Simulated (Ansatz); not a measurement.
System: Al₂O₃ (model structure, started from the Al2S3 type, Cc, No. 9, 10 atoms in the cell). Method: r²SCAN (plane waves, PAW; Ansatz, a program for electronic structure).

Settings: plane-wave cutoff 560 eV, 8×8×8 k mesh, Fermi–Dirac smearing 0.01 eV, scalar-relativistic PAW data made under PBE.

Cell (relaxed at this level):

Space group Cc (No. 9); a = 9.7018 Å, b = 5.4841 Å, c = 5.6428 Å, α = γ = 90.00°, β = 122.97°

| atom | site | symmetry | x | y | z |
|---|---|---|---|---|---|
| Al | 4a | 1 | 0.0826 | 0.0766 | 0.5171 |
| Al | 4a | 1 | 0.2438 | 0.5565 | 0.4926 |
| O | 4a | 1 | 0.1630 | 0.1423 | 0.8850 |
| O | 4a | 1 | 0.3727 | 0.4957 | 0.3641 |
| O | 4a | 1 | 0.0964 | 0.3375 | 0.3662 |
(The calculation used a cell of 10 atoms; values per cell refer to that cell.)

Problem. Estimate the band gap that the calculation returns.

Solution. 
- band gap = 4.74 eV (on the SCF k mesh)

Note: the relaxation could raise the start's symmetry but not lower it, so the cell can be a saddle point.

Static lattice: no zero-point or thermal effects.

Cost on a shared machine: very roughly 13 core-minutes.

A model structure was made by putting elements into a prototype or built by hand; it is no filed structure, need not be a known phase, and can be a saddle point held by its symmetry.
